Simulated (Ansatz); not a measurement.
Consider CdTe in the zinc blende structure (space group F-43m, No. 216; a = 6.6186 Å).

(Cell as relaxed with PBE.)

Levels (all Ansatz, an electronic-structure program, PAW, earlier PAW set): PBE (420 eV, no SOC); r2SCAN (500 eV, scalar-relativistic without spin-orbit coupling).

Each level relaxes its own structure.

```csv
base,PBE,r2SCAN
volume per atom,36.24 Å³,35.26 Å³
lattice parameter a,6.619 Å,6.558 Å
band gap,0.58 eV,1.16 eV
```

Modification: cell and atoms relaxed at a pressure of 22.5 GPa.

```csv
quantity,PBE,r2SCAN
lattice parameter a,5.974 Å,[?]
"valley order (the lowest conduction-band minima on the path, energy above the VBM, named in the base's zone)",Γ 1.52 eV; X along ⟨100⟩ 1.96 eV; L along ⟨111⟩ 2.02 eV,[?]
```

**Question.** What does r2SCAN give?

**Answer.** 
- lattice parameter a, r2SCAN: 5.961 Å
- valley order (the lowest conduction-band minima on the path, energy above the VBM, named in the base's zone), r2SCAN: Γ 2.09 eV; X along ⟨100⟩ 2.22 eV; L along ⟨111⟩ 2.46 eV

PBE's lattice parameter a lies 0.013 Å above r2SCAN's (0.2 %); both order the valleys alike. Neither level is exact; r2SCAN is the comparison here, not a measurement.

Spin-orbit coupling, missing from the scalar runs, can matter with Te. Load acts through the strain it causes; cell and atoms are relaxed under it. Whether these cells are dynamically stable was not tested. Measured, CdTe leaves this structure (for cinnabar) near 3.53 GPa (temperature not stated; as listed in Datta, Sujoy, Jana, Debnarayan, arXiv (2020)), on rising pressure, with hysteresis.
